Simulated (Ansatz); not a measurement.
The reference is AlN in the rock salt structure (space group Fm-3m, No. 225; a cell from a computed database, its experimental status unchecked).

```yaml
crystal:
  lattice:
    - [0.00000, 2.02262, 2.02262]
    - [2.02262, 0.00000, 2.02262]
    - [2.02262, 2.02262, 0.00000]
  atoms:
    - { symbol: Al, position: [0.50000, 0.50000, 0.50000] }
    - { symbol: N, position: [0.00000, 0.00000, 0.00000] }
```

Cartesian axes are those of the cell as printed.

Method: PBEsol (Ansatz, a quantum-chemistry and plane-wave program), without spin-orbit coupling.

The change: uniaxial strain ε_yy = +5.02 %, all other strain components held at zero, atoms relaxed at fixed cell.

**Question.** Predict the stress tensor and what it implies for the stiffness.

**Answer.** Stress of the strained cell less that of the base (GPa, compression positive):
```
  -7.56    0.00    0.00
   0.00  -16.93    0.00
   0.00    0.00   -7.56
```

Then −Δσ_ii/ε with ε = 0.0502 gives secant stiffness values (nonlinear terms included at this strain): C22 ≈ 337 GPa, C12 ≈ 151 GPa and C23 ≈ 151 GPa.

As a check, the harmonic strain energy −½ V₀ Δσ:ε is 22 meV/atom; the computed energy rise is 24 meV/atom.

Stability against distortions was not tested. This is not the structure that AlN has at room temperature and ambient pressure.
